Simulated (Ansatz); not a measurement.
# What pressure 10 GPa does to NaF

Start from NaF in the rock salt structure (space group Fm-3m, No. 225; a = 4.6291 Å).

It is then changed as follows: a hydrostatic pressure of 10 GPa.

Computed with plane-wave PAW DFT at the PBEsol level (Ansatz, a program for electronic structure, 420 eV), spin-orbit coupling left out. Settings: 12×12×12 k-points, 0.05 eV Fermi–Dirac smearing.

The lattice parameter a decreases by 0.221 Å to 4.408 Å and the shortest interatomic distance decreases by 0.1104 Å, from 2.315 Å to 2.204 Å. The enthalpy H = E + PV relative to the base's energy amounts to +0.71 eV/atom and the band gap grows by 0.84 eV (6.20 eV → 7.04 eV). The gap character is still direct at Γ and the width of the top valence band rises by 0.14 eV to 0.72 eV. The electron mass becomes 0.55 mₑ (at Γ) (base: 0.56 mₑ (at Γ)).

Load acts through the strain it causes; cell and atoms are relaxed under it. Masses are band curvatures over ±0.01 Å⁻¹ around the edge. Stability against distortions was not tested. Competing high-pressure phases were not computed.
